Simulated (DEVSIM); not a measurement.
Structure: TaN/SiO2/n-Si capacitor, at 300 K.

```
layer (left to right)  material  thickness (nm)  Nd (cm⁻³)
---------------------  --------  --------------  ---------
1                          SiO2            1.60          -
2                            Si            3300     1.6e16
```

Metal gate on the left, work function 4.4 eV. Fixed charge at the semiconductor interface -3.7e10 cm⁻² (in units of +e); no interface traps.

The device is made up for the run: typed textbook-type constants, with dimensions and the other settings drawn at random. Values at 300 K.

| parameter | SiO2 | Si |
|---|---|---|
| gap (eV) | 9 | 1.124 |
| affinity (eV) | 0.9 | 4.05 |
| permittivity | 3.9 | 11.7 |
| Nc (cm⁻³) | - | 2.86e19 |
| Nv (cm⁻³) | - | 3.1e19 |

Simulated with DEVSIM: 1D Poisson equation in equilibrium, Boltzmann statistics, complete ionisation; no quantum confinement or tunnelling. Metal contacts follow the ideal Schottky-Mott rule: no Fermi-level pinning, no interface dipoles.

Task: Give the band bending (positive: bands bend down) and minority sheet density.

Result: 
```
Vg (V)  ψs (V)  minority carriers (cm⁻²)
------  ------  ------------------------
-1      -0.928                    2.7e12
-0.7    -0.819                    1.5e11
-0.4    -0.535                     < 1e8
-0.1    -0.243                     < 1e8
0.2      0.034                     < 1e8
0.5      0.176                     < 1e8
```
